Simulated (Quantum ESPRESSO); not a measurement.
Input and output of a self-consistent single point for the (001) slab of Au (cut from a parent of space group no. 225; 4 atoms in the cell) (Quantum ESPRESSO).

Computed with PBEsol, GBRV 1.5 ultrasoft (PBESOL) pseudopotentials (plane waves; Quantum ESPRESSO 7.5).

The change in words: vacuum of 5 angstrom (first run: 14 Å). Reference geometry:
```yaml
crystal:
  lattice:
    - [2.87634, 0.00000, 0.00000]
    - [-2.87634, 2.87634, 0.00000]
    - [0.00000, 0.00000, 20.10160]
  atoms:
    - { symbol: Au, position: [0.00000, 0.00000, 0.44941] }
    - { symbol: Au, position: [0.00000, 0.50000, 0.34823] }
    - { symbol: Au, position: [0.00000, 0.00000, 0.65177] }
    - { symbol: Au, position: [0.00000, 0.50000, 0.55059] }
```

Reference input (self-consistent single point, DFT, PBEsol, plane waves, GBRV 1.5 ultrasoft (PBESOL) pseudopotentials): ecutwfc = 40 Ry; ecutrho = 320 Ry; occupations = smearing; smearing = fermi-dirac; degauss = 0.0073499 Ry; mixing_mode = local-TF; potentials = {Au: au_pbesol_v1.uspp.F.UPF}; K_POINTS = automatic 7 7 1 0 0 0; conv_thr = 1e-11 Ry; mixing_beta = 0.4. This run's input differs from it in these lines:

```diff
@@ -26,6 +26,6 @@
 ATOMIC_POSITIONS {crystal}
-Au    0.0000000000    0.0000000000    0.4494070000
-Au    0.0000000000    0.5000000000    0.3482310000
-Au    0.0000000000    0.0000000000    0.6517690000
-Au    0.0000000000    0.5000000000    0.5505880000
+Au    0.0000000000    0.0000000000    0.4083965000
+Au    1.0000000000    0.5000000000    0.2251930000
+Au    0.0000000000    0.0000000000    0.7748070000
+Au    1.0000000000    0.5000000000    0.5916035000
 K_POINTS {automatic}
@@ -35,3 +35,3 @@
   -2.8763410000     2.8763410000     0.0000000000
-   0.0000000000     0.0000000000    20.1015990000
+   0.0000000000     0.0000000000    11.1015990000
```

Log, with long lists cut:

```
     Self-consistent Calculation

     iteration #  1     ecut=    40.00 Ry     beta= 0.40

     Threshold (ethr) on eigenvalues was too large:
     Diagonalizing with lowered threshold

     total energy              =    -458.92856915 Ry
     estimated scf accuracy    <       0.27608292 Ry

     iteration #  2     ecut=    40.00 Ry     beta= 0.40

     total energy              =    -458.89465025 Ry
     estimated scf accuracy    <       0.09091728 Ry

     iteration #  3     ecut=    40.00 Ry     beta= 0.40

     total energy              =    -458.91475669 Ry
     estimated scf accuracy    <       0.00170375 Ry

   [... 12 blocks of this kind left out ...]

     iteration # 16     ecut=    40.00 Ry     beta= 0.40

     total energy              =    -458.91509287 Ry
     estimated scf accuracy    <          2.6E-11 Ry

     iteration # 17     ecut=    40.00 Ry     beta= 0.40
     End of self-consistent calculation

     the Fermi energy is     9.7334 ev

!    total energy              =    -458.91509287 Ry
     estimated scf accuracy    <          2.8E-12 Ry
     smearing contrib. (-TS)   =      -0.00360487 Ry
     internal energy E=F+TS    =    -458.91148800 Ry

     convergence has been achieved in  17 iterations

     Forces acting on atoms (cartesian axes, Ry/au):

     atom    1 type  1   force =     0.00000000    0.00000000   -0.00520203
     atom    2 type  1   force =     0.00000000    0.00000000    0.00374256
     atom    3 type  1   force =     0.00000000    0.00000000   -0.00374256
     atom    4 type  1   force =     0.00000000    0.00000000    0.00520203

     Total force =     0.009063     Total SCF correction =     0.000010

          total   stress  (Ry/bohr**3)                   (kbar)     P=      -30.43
  -0.00024681  -0.00000000   0.00000000          -36.31       -0.00        0.00
  -0.00000000  -0.00024681   0.00000000           -0.00      -36.31        0.00
   0.00000000   0.00000000  -0.00012690            0.00        0.00      -18.67

   JOB DONE.
```

The run converged in 17 iterations. Against the reference run the free energy falls by 12.3 meV/atom and the largest force goes from 0.150 to 0.134 eV/Å.

The starting cell has typed, rounded lattice constants, without a prior relaxation at this level. The slab is cut from that crystal, and its faces are unrelaxed. Its lattice was rescaled by up to half a per cent.

Cost on one core of a shared machine: roughly 60 s.
